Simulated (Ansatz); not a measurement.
Abridged Ansatz (a first-principles code) output:

```
Relaxation: its limit of steps is 50 (relax.max_steps)
Pseudopotential: S, paw, valence charge 6
Pseudopotential: Si, paw, valence charge 4
Crystal: 6 atoms, lattice volume = 231.655 Å³
Basis set: ecut = 420 eV, 4533 PW (Γ), exchange–correlation on 100×100×100 points (8 copies of the dense FFT grid, shifted against one another)
Bands: 22, of which v1, the nominal top of the filled ones, is band 16 counted from 1 (15 counted from 0)
Symmetry: 8 space group operations
k-points: 95 of 512
Functional: x = pbe(κ = 0.804, μ = 0.2195149727645171), c = pbe(β = 0.06672455060314922)
SCF iter   1: F=—  HF=-4883.282699 eV  |F-HF|=—  |Δ(HF+E_count)|=         —  Δρ=1.16e-3  dr2=3.11e-3  ethr=1.77e-3  ⟨swp⟩=7.6  Hψ=12932  notcnv=0
SCF iter   2: F=—  HF=-4883.282924 eV  |F-HF|=—  |Δ(HF+E_count)|=   2.25e-4  Δρ=5.94e-4  dr2=7.78e-4  ethr=9.73e-6  ⟨swp⟩=2.3  Hψ=4198  notcnv=0  defer=53
SCF 1 converged in 8 iterations: F = -4883.283647 eV  dr2 = 2.26e-10
relax step   1: F+E_penalty+E_count = -4883.28364695 eV  Δ(F+E_penalty+E_count) = +0.000e0 eV  max|allowed force component| = 1.376e0 eV/Å  Δτ_max = 0.0000 Å  (8 SCF iters, accepted)
Crystal: 6 atoms, lattice volume = 231.655 Å³
SCF iter   1: F=—  HF=-4883.805131 eV  |F-HF|=—  |Δ(HF+E_count)|=         —  Δρ=6.06e-3  dr2=1.12e-1  ethr=3.25e-4  ⟨swp⟩=1.1  Hψ=9849  notcnv=0  defer=168
SCF iter   2: F=—  HF=-4883.775904 eV  |F-HF|=—  |Δ(HF+E_count)|=   2.92e-2  Δρ=2.71e-3  dr2=1.56e-2  ethr=3.25e-4  ⟨swp⟩=3.0  Hψ=3447  notcnv=0  defer=168
SCF 2 converged in 8 iterations: F = -4883.772301 eV  dr2 = 1.56e-10
relax step   2: F+E_penalty+E_count = -4883.77230123 eV  Δ(F+E_penalty+E_count) = -4.887e-1 eV  max|allowed force component| = 1.871e-1 eV/Å  Δτ_max = 0.1059 Å  (8 SCF iters, accepted)
Crystal: 6 atoms, lattice volume = 231.655 Å³
SCF iter   1: F=—  HF=-4883.780199 eV  |F-HF|=—  |Δ(HF+E_count)|=         —  Δρ=9.07e-4  dr2=2.41e-3  ethr=7.36e-5  ⟨swp⟩=3.1  Hψ=5924  notcnv=0  defer=179
SCF iter   2: F=—  HF=-4883.779538 eV  |F-HF|=—  |Δ(HF+E_count)|=   6.61e-4  Δρ=4.12e-4  dr2=3.51e-4  ethr=7.53e-6  ⟨swp⟩=2.0  Hψ=3995  notcnv=0  defer=179
SCF 3 converged in 7 iterations: F = -4883.779440 eV  dr2 = 8.37e-11
relax step   3: F+E_penalty+E_count = -4883.77943950 eV  Δ(F+E_penalty+E_count) = -7.138e-3 eV  max|allowed force component| = 2.389e-2 eV/Å  Δτ_max = 0.0154 Å  (7 SCF iters, accepted)
Crystal: 6 atoms, lattice volume = 231.655 Å³
[...]
SCF converged after 6 iterations
Free energy (F): -4883.779550 eV
Internal energy: -4883.779550 eV  (E = F + TS)
E sigma→0 (E₀):  -4883.779550 eV
Fermi energy:    1.083022 eV
--- Forces (eV/Å), atoms counted from 1 ---
  atom   1  S      0.00074178    -0.00011171     0.00000000
  atom   2  S     -0.00074178    -0.00011171     0.00000000
  atom   3  S      0.00074178     0.00011171     0.00000000
  atom   4  S     -0.00074178     0.00011171     0.00000000
  atom   5  Si    -0.00000000     0.00000000     0.00000000
  atom   6  Si     0.00000000     0.00000000     0.00000000
--- Stress (GPa, compression-positive) ---
       -0.057339       0.000000       0.000000
        0.000000      -0.069631       0.000000
        0.000000       0.000000      -4.520416
  P = ⅓ Tr σ = -1.5491 GPa (-15.491 kbar)
--- Relaxed structure (4 steps of the walk, 4 accepted, 0 SCFs on fresh bases) ---
  atoms:
    - { symbol: S, position: [0.9035301759273453, 0.8312305326033562, 0.7347607085307015] }
    - { symbol: S, position: [0.4035301759273453, 0.6687694673966438, 0.07229964332398911] }
    - { symbol: S, position: [0.5964698240726547, 0.3312305326033563, 0.9277003566760109] }
    - { symbol: S, position: [0.09646982407265468, 0.16876946739664386, 0.26523929146929853] }
    - { symbol: Si, position: [0.75, 0.75, -1.2748940749317932e-19] }
    - { symbol: Si, position: [0.25, 0.25, -1.2748940749317932e-19] }
```

Q: What was computed, and what are the main results?

A: SiS2, 6 atoms in the cell, with Ansatz PBE, no SOC. The last SCF converged to F = -4883.779550 eV, or -813.9633 eV per atom, at a pressure of -1.55 GPa. The total energy compares only with runs of the same code, potentials and settings.

The cells carry an imposed strain or load. Whether these cells are dynamically stable was not tested. The cell was made from SiS₂ (space group Ibam, No. 72; made of chains) by this change: isotropic strain +5.36 %. No dispersion term is included, though the crystal is made of layers, chains or molecules, so its spacings can come out too wide.

Keys are those of Ansatz 0.2.
